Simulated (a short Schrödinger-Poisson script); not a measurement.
Stack: single GaAs/Al0.2Ga0.8As quantum well.

| layer | material | thickness (nm) |
|---|---|---|
| 1 | Al0.2Ga0.8As | 20 |
| 2 | GaAs | 10 |
| 3 | Al0.2Ga0.8As | 20 |

The device is made up for the run: typed textbook-type constants, with dimensions and the other settings drawn at random. GaAs: direct gap (eV) 1.424, conduction-band edge (eV) 0, electron mass (mₑ) 0.067, heavy-hole mass 0.377, light-hole mass 0.09. Al0.2Ga0.8As: direct gap (eV) 1.673, conduction-band edge (eV) 0.158, electron mass (mₑ) 0.0836, heavy-hole mass 0.397, light-hole mass 0.108.

The valence-band edge of each layer lies one gap below its conduction-band edge. The electron's potential energy rises along the stack by the applied field. Mesh 0.03 nm at interfaces.

Question: Estimate e1 and hh1 for infinitely high walls at zero field, and compare with the finite well.

Answer: ħ²π²/(2mL²) gives 56.1 meV for the electron and 10.0 meV for the heavy hole. The finite well gives 27.4 and 6.7 meV, 0.49 and 0.67 of the estimates, as the states reach into the barriers (5 % of e1 lies outside the well).

Solved with a short Schrödinger-Poisson script written for these runs: one-band effective-mass equation with BenDaniel-Duke matching, electrons, heavy and light holes apart, hard walls at the outer ends, one valence edge for both holes (no strain splitting), no charge, excitons, band mixing or non-parabolicity; under a field the levels are quasi-bound states of a box, listed while three quarters of their weight lies within 4 nm of the wells.
